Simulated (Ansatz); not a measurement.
A calculation on HfSiO₄ (I4₁/amd, No. 141, 12 atoms in the cell; start mp-4609) returned lattice constant a 6.569 Å, lattice parameter c 5.965 Å, equilibrium volume per atom 10.73 Å³/atom, formation enthalpy -3.498 eV/atom.

Q: Which level of theory produced these numbers?
A) PBE-D4 (Ansatz (a quantum-chemistry and plane-wave program))
B) LDA (Ansatz)
C) r²SCAN-D4 (Ansatz)
D) PBE (Ansatz)

A: C, r²SCAN-D4 (Ansatz)

The others give: PBE-D4 6.608 Å, 5.998 Å, 10.91 Å³/atom, -3.239 eV/atom; LDA 6.524 Å, 5.921 Å, 10.50 Å³/atom, -3.549 eV/atom; PBE 6.646 Å, 6.014 Å, 11.07 Å³/atom, -3.137 eV/atom.

Unless a cell is named, each level is at its own relaxed cell (LDA 10.50, PBE 11.07, PBE-D4 10.91, r²SCAN-D4 10.73 Å³/atom).

Caveats: the relaxation could not lower the start's symmetry, so the cell can be a saddle point above a distorted one (PBE-D4, LDA, PBE, r²SCAN-D4). Ansatz's density-functional and Hartree–Fock values are scalar-relativistic unless marked +SOC, with PAW data made under PBE.

A start named mp-… is a Materials Project structure, which need not be a measured phase.
